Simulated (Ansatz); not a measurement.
**A computed series for hypothetical R-3m Ga2O3: pressure series**

The parent structure is Ga₂O₃ (space group R-3m, No. 166; a hypothetical phase, not in the database extracts checked).

```cif
data_Ga2O3
_chemical_formula_sum 'Ga2 O3'
_space_group_name_H-M_alt 'P 1'
_space_group_IT_number 1
_cell_length_a 7.81031
_cell_length_b 7.81031
_cell_length_c 7.81031
_cell_angle_alpha 22.056
_cell_angle_beta 22.056
_cell_angle_gamma 22.056
loop_
_space_group_symop_operation_xyz
  'x, y, z'
loop_
_atom_site_label
_atom_site_type_symbol
_atom_site_fract_x
_atom_site_fract_y
_atom_site_fract_z
_atom_site_occupancy
Ga1 Ga 0.39440 0.39440 0.39440 1
Ga2 Ga 0.60560 0.60560 0.60560 1
O1 O 0.00000 0.00000 0.00000 1
O2 O 0.24000 0.24000 0.24000 1
O3 O 0.76000 0.76000 0.76000 1
```

Cell and atoms are relaxed at each pressure.

All numbers come from Ansatz (an electronic-structure program), PBEsol, PAW, cutoff 420 eV, no spin-orbit coupling.

Notes on the quantities. enthalpy: H = E + PV relative to the base's energy.

```json
[
 {"variant": "base", "density": "5.28 g/cm³", "enthalpy": "–", "band gap": "2.85 eV"},
 {"variant": "pressure 0.3 GPa", "density": "5.52 g/cm³", "enthalpy": "+0.02 eV/atom", "band gap": "2.71 eV"},
 {"variant": "pressure 1.5 GPa", "density": "?", "enthalpy": "+0.10 eV/atom", "band gap": "?"},
 {"variant": "pressure 3 GPa", "density": "5.96 g/cm³", "enthalpy": "+0.20 eV/atom", "band gap": "2.43 eV"},
 {"variant": "pressure 5 GPa", "density": "6.12 g/cm³", "enthalpy": "+0.33 eV/atom", "band gap": "2.37 eV"}
]
```

Problem. Some entries are withheld; estimate them.

Solution. 
- pressure 1.5 GPa, density: 5.79 g/cm³
- pressure 1.5 GPa, band gap: 2.53 eV

Load acts through the strain it causes; cell and atoms are relaxed under it. Stability against distortions was not tested. No other phases were tried under pressure.
